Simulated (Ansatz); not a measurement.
Results of HSE06 (Ansatz, an electronic-structure program, plane waves, PAW) for GaBiO3 (model structure, started from the tetragonal perovskite type, P4mm, No. 99, 5 atoms in the cell).

Settings: plane-wave cutoff 460 eV, 6×6×6 k mesh, Fermi–Dirac smearing 0.01 eV, scalar-relativistic PAW data made under PBE.

Cell (relaxed with PBEsol):

```cif
data_BiGaO3
_chemical_formula_sum 'Ga1 Bi1 O3'
_space_group_name_H-M_alt 'P4mm'
_space_group_IT_number 99
_space_group_name_Hall 'P 4 -2'
_cell_length_a 3.66637
_cell_length_b 3.66637
_cell_length_c 4.75574
_cell_angle_alpha 90.000
_cell_angle_beta 90.000
_cell_angle_gamma 90.000
loop_
_atom_site_label
_atom_site_type_symbol
_atom_site_symmetry_multiplicity
_atom_site_Wyckoff_symbol
_atom_site_fract_x
_atom_site_fract_y
_atom_site_fract_z
_atom_site_occupancy
Ga1 Ga 1 b 0.50000 0.50000 0.49174 1
Bi1 Bi 1 a 0.00000 0.00000 0.04924 1
O1 O 1 b 0.50000 0.50000 0.87502 1
O2 O 2 c 0.00000 0.50000 0.34500 1
```

**Question.** What does this level give for the band gap, smallest direct gap on the k points sampled and direct gap at Γ?

**Answer.** 
- band gap: 2.98 eV (on the SCF k mesh)
- smallest direct gap on the k points sampled: 3.77 eV
- direct gap at Γ: 6.35 eV

Note: the relaxation could raise the start's symmetry but not lower it, so the cell can be a saddle point; cell and atoms aren't relaxed at this level (pressure -0.9 GPa).

Spin–orbit coupling is not included; with these elements it can move the gap by several tenths of an eV or more.

The computed numbers hold no vibrational or temperature effects.

A model structure was made by putting elements into a prototype or built by hand; it is no filed structure, need not be a known phase, and can be a saddle point held by its symmetry.
